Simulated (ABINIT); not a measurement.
# ABINIT run on VAgO3 (C2/c, 20 atoms in the cell): self-consistent single point

Method: LDA (PW92), PAW (JTH v2.0 LDA PAW) (plane waves; ABINIT 10.0.3).

Input as run:

```
# VAgO3, JTH v2.0 LDA PAW
pp_dirpath "./"
pseudos "V.LDA_PW-JTH.xml, Ag.LDA_PW-JTH.xml, O.LDA_PW-JTH.xml"
acell 3*1.0 Angstrom
rprim
         5.3698900000   -4.9539100000   -0.0000000000
         5.3698900000    4.9539100000   -0.0000000000
        -2.1086680000    0.0000000000    5.4061940000
natom 20
ntypat 3
znucl 23 47 8
typat 1 1 1 1 2 2 2 2 3 3 3 3 3 3 3 3 3 3 3 3
xred
         0.9016300000    0.7343500000    0.7663200000
         0.0983700000    0.2656500000    0.2336800000
         0.2656500000    0.0983700000    0.7336800000
         0.7343500000    0.9016300000    0.2663200000
         0.7372900000    0.2627100000    0.7500000000
         0.2627100000    0.7372900000    0.2500000000
         0.4151900000    0.5848100000    0.7500000000
         0.5848100000    0.4151900000    0.2500000000
         0.8373300000    0.9050900000    0.0202500000
         0.1626700000    0.0949100000    0.9797500000
         0.0949100000    0.1626700000    0.4797500000
         0.9050900000    0.8373300000    0.5202500000
         0.1117800000    0.6309000000    0.8602500000
         0.8882200000    0.3691000000    0.1397500000
         0.3691000000    0.8882200000    0.6397500000
         0.6309000000    0.1117800000    0.3602500000
         0.5697100000    0.7313100000    0.1534500000
         0.4302900000    0.2686900000    0.8465500000
         0.2686900000    0.4302900000    0.3465500000
         0.7313100000    0.5697100000    0.6534500000
ecut 30 Ha
pawecutdg 60 Ha
pawovlp -1
pawxcdev 0
occopt 1
nband 87
kptopt 1
ngkpt 2 2 3
nshiftk 1
shiftk 0 0 0
nstep 100
tolvrs 1.0e-12
prtwf 0
prtden 0
enunit 1
```

Log, with long lists cut:

```
 Symmetries : space group C2/c (# 15); Bravais mC (1-face-center monocl.)

 -outvars: echo values of preprocessed input variables --------
            acell      1.8897261329E+00  1.8897261329E+00  1.8897261329E+00 Bohr
             ecut      3.00000000E+01 Hartree
           enunit           1
              ixc       -1012
         kptrlatt        2    0    0      0    2    0      0    0    3
          kptrlen      2.76124990E+01
            natom          20
            nband          87
            ngfft          72      72      60
          ngfftdg         100     100      80
             nkpt           6
            nstep         100
             nsym           4
           ntypat           3
        pawecutdg      6.00000000E+01 Hartree
          pawovlp     -1.0000000000E+00
         pawxcdev           0
            rprim      5.3698900000E+00 -4.9539100000E+00 -0.0000000000E+00
                       5.3698900000E+00  4.9539100000E+00 -0.0000000000E+00
                      -2.1086680000E+00  0.0000000000E+00  5.4061940000E+00
          spgroup          15
           tolvrs      1.00000000E-12
            typat      1  1  1  1  2  2  2  2  3  3  3  3  3  3  3  3  3  3  3  3
           useylm           1
             xred      9.0163000000E-01  7.3435000000E-01  7.6632000000E-01
                       9.8370000000E-02  2.6565000000E-01  2.3368000000E-01
                       2.6565000000E-01  9.8370000000E-02  7.3368000000E-01
                       7.3435000000E-01  9.0163000000E-01  2.6632000000E-01
   [... 16 lines left out ...]
            znucl       23.00000   47.00000    8.00000

== DATASET  1 ==================================================================

 Real(R)+Recip(G) space primitive vectors, cartesian coordinates (Bohr,Bohr^-1):
 R(1)= 10.1476215 -9.3615332  0.0000000  G(1)=  0.0492726 -0.0534101  0.0192186
 R(2)= 10.1476215  9.3615332  0.0000000  G(2)=  0.0492726  0.0534101  0.0192186
 R(3)= -3.9848050  0.0000000 10.2162261  G(3)=  0.0000000  0.0000000  0.0978835
 Unit cell volume ucvol=  1.9410277E+03 bohr^3
 Angles (23,13,12)=  1.05491015E+02  1.05491015E+02  8.53852240E+01 degrees

 Coarse grid specifications (used for wave-functions):

 getcut: wavevector=  0.0000  0.0000  0.0000  ngfft=  72  72  60
         ecut(hartree)=     30.000   => boxcut(ratio)=   2.11528

 Fine grid specifications (used for densities):

 getcut: wavevector=  0.0000  0.0000  0.0000  ngfft= 100 100  80
         ecut(hartree)=     60.000   => boxcut(ratio)=   2.07735

   5.04820991E+04                                ecore*ucvol(ha*bohr**3)

_setup2: Arith. and geom. avg. npw (full set) are   15236.250   15236.243

--- !BeginCycle
solver: {iscf: 17, nstep: 100, nline: 4, wfoptalg: 10, }
tolerances: {tolvrs: 1.00E-12, }
...

     iter   Etot(hartree)      deltaE(h)  residm     nres2
 ETOT  1  -632.73262464714    -6.327E+02 6.928E-01 8.047E+02
 ETOT  2  -639.17968160551    -6.447E+00 1.317E-01 1.052E+03
 ETOT  3  -636.72923093778     2.450E+00 2.095E-02 2.581E+02
 ETOT  4  -636.35981933310     3.694E-01 4.305E-03 1.342E+02
 ETOT  5  -636.05870038088     3.011E-01 2.724E-02 2.902E+01
 ETOT  6  -636.08794811810    -2.925E-02 2.802E-03 2.218E+01
   [... 21 lines left out ...]
 ETOT 28  -636.04434508092     4.434E-12 7.276E-06 2.002E-11
 ETOT 29  -636.04434508093    -4.775E-12 1.128E-05 2.882E-12
 ETOT 30  -636.04434508091     1.569E-11 1.079E-05 3.056E-12
 ETOT 31  -636.04434508091    -3.297E-12 1.693E-05 1.831E-12
 ETOT 32  -636.04434508092    -7.844E-12 1.603E-05 5.245E-13

 At SCF step   32       nres2   =  5.25E-13 < tolvrs=  1.00E-12 =>converged.

 Cartesian components of stress tensor (hartree/bohr^3)
  sigma(1 1)=  2.02088023E-04  sigma(3 2)=  0.00000000E+00
  sigma(2 2)=  1.91432881E-04  sigma(3 1)=  1.33736223E-05
  sigma(3 3)=  2.74792772E-04  sigma(2 1)=  0.00000000E+00

 ----iterations are completed or convergence reached----

 reduced coordinates (array xred) for   20 atoms
       0.901630000000      0.734350000000      0.766320000000
       0.098370000000      0.265650000000      0.233680000000
       0.265650000000      0.098370000000      0.733680000000
   [... 17 lines left out ...]
 cartesian forces (eV/Angstrom) at end:
    1      0.05299264172909     0.01213676163879     0.04595839122383
    2     -0.05299264172909    -0.01213676163879    -0.04595839122383
    3     -0.05299264172909     0.01213676163879    -0.04595839122383
   [... 17 lines left out ...]
 frms,max,avg= 1.4011088E-01 3.1627768E-01   0.000E+00  0.000E+00  0.000E+00 e/A
 length scales=  1.889726132886  1.889726132886  1.889726132886 bohr
              =  1.000000000000  1.000000000000  1.000000000000 angstroms
 Fermi (or HOMO) energy (eV) =   1.59980   Average Vxc (eV)= -10.41935
 Eigenvalues (   eV  ) for nkpt=   6  k points:
 kpt#   1, nband= 87, wtk=  0.08333, kpt=  0.0000  0.0000  0.0000 (reduced coord)
 -62.51783  -62.51763  -62.51155  -62.51150  -36.82883  -36.82651  -36.82104  -36.81886
 -36.81802  -36.81733  -36.80948  -36.80669  -36.79234  -36.79091  -36.70926  -36.70846
 -16.20352  -15.89502  -15.57038  -15.53651  -15.42913  -15.34328  -15.33664  -15.25759
 -15.16840  -15.10128  -15.06940  -15.06076   -3.63168   -3.61427   -3.59970   -3.59162
  -3.48114   -3.36762   -3.24981   -3.21443   -3.03017   -2.98887   -2.95545   -2.81255
  -2.80769   -2.63428   -2.62223   -2.61260   -2.57533   -2.37203   -2.36363   -2.29053
  -2.18458   -2.17110   -2.16897   -2.05175   -1.95356   -1.63186   -1.36073   -1.31592
  -1.09365   -0.99819   -0.96484   -0.96333   -0.82946   -0.76985   -0.59355   -0.53704
  -0.37718   -0.25892   -0.09884   -0.05896   -0.05695   -0.02379    0.09133    0.17971
   0.23433    0.37319    0.59332    0.68083    0.73224    0.84483    0.89479    1.08143
   1.12687    1.13882    1.22983    1.59980    3.44192    3.51839    3.66056
 prteigrs : prtvol=0 or 1, do not print more k-points.

--- !EnergyTerms
comment             : Components of total free energy in Hartree
kinetic             :  1.70407915556788E+02
hartree             :  1.93893524263911E+02
xc                  : -9.77209415538973E+01
Ewald energy        : -4.14000141984538E+02
psp_core            :  2.60079232599141E+01
local_psp           : -5.57956277072147E+02
spherical_terms     :  4.33236524462281E+01
total_energy        : -6.36044345083742E+02
total_energy_eV     : -1.73076468260560E+04
...

-Cartesian components of stress tensor (GPa)         [Pressure= -6.5542E+00 GPa]
- sigma(1 1)=  5.94563391E+00  sigma(3 2)=  0.00000000E+00
- sigma(2 2)=  5.63214885E+00  sigma(3 1)=  3.93465485E-01
- sigma(3 3)=  8.08468110E+00  sigma(2 1)=  0.00000000E+00

 Calculation completed.
```

The run converged in 32 iterations.

The starting cell comes from a database of computed structures (which also holds hypothetical and non-ambient phases and stackings), without a prior relaxation at this level. With a pressure of about -7 GPa the cell is away from its equilibrium volume at this level.

Cost on one core of a shared machine: roughly 30 min.
